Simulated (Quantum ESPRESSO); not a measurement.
**Short convergence ladders for SrHI (P4mm, 6 atoms in the cell)**

```
SrHI
1.0
    4.30244     0.00000     0.00000
    0.00000     4.30244     0.00000
    0.00000     0.00000     9.12510
Sr H I
2 2 2
Direct
  0.00000   0.50000   0.15016
  0.50000   0.00000   0.85532
  0.50000   0.50000   0.00000
  0.00000   0.00000   0.00000
  0.00000   0.50000   0.68477
  0.50000   0.00000   0.31523
```

Base method: PBEsol, PseudoDojo standard norm-conserving (PBESOL) pseudopotentials (plane waves; Quantum ESPRESSO 7.5).

Base settings: ecutwfc = 75 Ry; occupations = fixed; potentials = {Sr: Sr.upf, H: H.upf, I: I.upf}; K_POINTS = automatic 3 3 2 0 0 0; nbnd = 22; conv_thr = 1e-10 Ry; mixing_beta = 0.7.

The count of work is k-points × plane waves × bands × iterations; it is no time. Core times come from one kind of shared machine, to one figure; runs under 30 s give none.

**The k-point mesh**

Only quantities that move along the ladder and can be compared are tabulated.

```csv
K_POINTS,free energy less the last step's (meV/atom),pressure (GPa),largest difference of a force vector from the last step's (eV/Å),gap on the mesh (eV),count of work / last,core time / last (rough)
automatic 2 2 1 0 0 0,74.12,-0.76,0.106,3.739,0.027,–
automatic 3 3 2 0 0 0,8.15,-1.54,0.019,3.404,0.054,0.06
automatic 5 5 2 0 0 0,0.30,-1.65,0.001,3.410,0.11,0.1
automatic 6 6 3 0 0 0,0.04,-1.66,0.000,3.475,0.18,0.2
automatic 7 7 4 0 0 0,0.01,-1.66,0.000,3.411,0.27,0.3
automatic 9 9 5 0 0 0,0.00,-1.66,0.000,3.458,0.40,0.4
automatic 11 11 5 0 0 0,0.00,-1.66,0.000,3.431,0.56,0.6
automatic 12 12 6 0 0 0,0.00,-1.66,0.000,3.306,1.0,1
```

Coarsest K_POINTS that holds the pressure within 0.1 GPa of the last step, with all finer ones: automatic 5 5 2 0 0 0, at 0.11 of the last step's count of work and about 0.1 of the last step's time; the step before is off by 0.12 GPa.

Coarsest K_POINTS that holds the forces within 0.005 eV/Å of the last step, with all finer ones: automatic 5 5 2 0 0 0, at 0.11 of the last step's count of work and about 0.1 of the last step's time; the step before is off by 0.019 eV/Å.

Coarsest K_POINTS that holds the free energy within 0.5 meV/atom of the last step, with all finer ones: automatic 5 5 2 0 0 0, at 0.11 of the last step's count of work and about 0.1 of the last step's time; the step before is off by 8.2 meV/atom.

The gap on the mesh jumps up and down from mesh to mesh; it is no smooth measure of convergence.

**The width of Fermi-Dirac smearing**

In this ladder: occupations = smearing; nbnd = default; smearing = fermi-dirac.

The mesh stays at the base's, so the ladder's end is converged at best in this setting alone.

Only quantities that move along the ladder and can be compared are tabulated; the gap is left out on so coarse a mesh.

| degauss | free energy less the last step's (meV/atom) | pressure (GPa) | largest difference of a force vector from the last step's (eV/Å) |
|---|---|---|---|
| 0.073499 Ry | -212.99 | -0.59 | 0.214 |
| 0.036749 Ry | -9.29 | -1.48 | 0.018 |
| 0.0147 Ry | -0.01 | -1.54 | 0.000 |
| 0.0073499 Ry | 0.00 | -1.54 | 0.000 |
| 0.00147 Ry | 0.00 | -1.54 | 0.000 |

Widest degauss that holds the forces within 0.02 eV/Å of the last step, with all finer ones: 0.036749 Ry; the step before is off by 0.21 eV/Å.

Widest degauss that holds the pressure within 0.5 GPa of the last step, with all finer ones: 0.036749 Ry; the step before is off by 0.94 GPa.

Widest degauss that holds the free energy within 5 meV/atom of the last step, with all finer ones: 0.0147 Ry; the step before is off by 9.3 meV/atom.

On the base run: the starting cell comes from a database of computed structures (which also holds hypothetical and non-ambient phases and stackings), without a prior relaxation at this level. Its lattice was rescaled by up to half a per cent. One atom was moved a little off its site on purpose. Spin-orbit coupling is off. Another mesh or the band path of this cell gives a smaller gap, so this value is not converged in the mesh.
